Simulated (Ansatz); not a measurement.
## What strain tensor (xx, yy, zz, yz, xz, xy) = (+0.20, −1.62, +1.09, −0.18, +0.11, −0.70) % does to P

The parent structure is P in the black-P type structure (space group Cmce, No. 64; a = 3.302 Å, b = 10.691 Å, c = 4.467 Å; layered, stacked along the Cartesian y axis). Axes: x, y, z lie along a, b, c of the conventional cell.

Modification: the symmetric strain tensor [0.0020 -0.0070 0.0010; -0.0070 -0.0162 -0.0017; 0.0010 -0.0017 0.0109]; the atoms relax in the strained cell.

Computed with r2SCAN+rVV10 (Ansatz, an electronic-structure program, PAW, spin-orbit coupling left out). k-mesh 10×10×8 (Γ-centred); smearing 0.05 eV (Fermi–Dirac).

The volume per atom falls by 0.07 Å³ to 19.64 Å³ and the space group becomes P-1 (No. 2) (base: Cmce (No. 64)). The shortest interatomic distance grows by 0.003 Å (2.213 Å → 2.216 Å) and the energy increases by 1.7 meV/atom. The pressure (mean of the normal stresses, compression positive) goes from zero to -0.2 GPa and the band gap goes from zero to 0.08 eV (uncertain: the Fermi level lies in a band; the changed cell). The largest internal atomic displacement is 0.022 Å and the stress (xx, yy, zz, yz, xz, xy; compression positive) amounts to (-0.7, 0.9, -0.7, 0.0, -0.1, 0.3) GPa (rough).

Final structure:

```xyz
4
Lattice="1.6918 -5.2703 0.0111 1.6170 5.2472 -0.0076 0.0047 -0.0078 4.5153" Properties=species:S:1:pos:R:3 pbc="T T T"
P      1.6647     1.0378     2.6528
P      1.6488    -1.0687     1.8660
P      1.7012    -4.2237     4.1365
P      1.6122     4.1927     0.3823
```

Without a gap, meshes like the base's 10×10×8 leave anisotropic stresses uncertain by several tenths of a GPa, and small strain energies with them. No phonon test of stability was made. Gaps under 0.05 eV, about the width of the smearing, are given as zero. The zero or small gap of P can change with the level of theory.
